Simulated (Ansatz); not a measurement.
**Response to strain in AlN**

Consider AlN in the zinc blende structure (space group F-43m, No. 216; a = 4.342 Å). Axes: x, y, z lie along the cube axes.

Strains are applied to the cell and any free atomic positions relax; under biaxial strain the out-of-plane vector relaxes too.

Method: Ansatz (a quantum-chemistry and plane-wave program), LDA, PAW, cutoff 420 eV, no SOC.

Notes on the quantities. energy relative to the base: free energy F; pressure: mean of the normal stresses, compression positive.

| change | ratio −ε⊥/ε∥ | band gap | energy relative to the base | pressure |
|---|---|---|---|---|
| base | – | 3.25 eV | 0 meV/atom | 0.00 GPa |
| biaxial strain −3.00 %, plane normal [001], relaxed out of plane | 1.03 | 3.05 eV | +18 meV/atom | 6.51 GPa |
| biaxial strain −2.50 %, plane normal [001], relaxed out of plane | 1.04 | 3.09 eV | +12 meV/atom | 5.30 GPa |
| biaxial strain −2.00 %, plane normal [001], relaxed out of plane | 1.05 | 3.12 eV | +7.7 meV/atom | 4.14 GPa |
| biaxial strain −1.00 %, plane normal [001], relaxed out of plane | 1.08 | 3.19 eV | +1.9 meV/atom | 1.98 GPa |
| biaxial strain −0.50 %, plane normal [001], relaxed out of plane | – | 3.22 eV | +0.5 meV/atom | 0.97 GPa |
| biaxial strain +0.50 %, plane normal [001], relaxed out of plane | – | 3.19 eV | +0.4 meV/atom | -0.92 GPa |
| biaxial strain +1.50 %, plane normal [001], relaxed out of plane | 1.15 | 3.07 eV | +3.8 meV/atom | -2.63 GPa |
| biaxial strain +2.50 %, plane normal [001], relaxed out of plane | 1.18 | 2.96 eV | +10 meV/atom | -4.18 GPa |
| biaxial strain +3.00 %, plane normal [001], relaxed out of plane | 1.20 | 2.91 eV | +15 meV/atom | -4.90 GPa |

Stability against distortions was not tested. This is not the structure that AlN has at room temperature and ambient pressure.
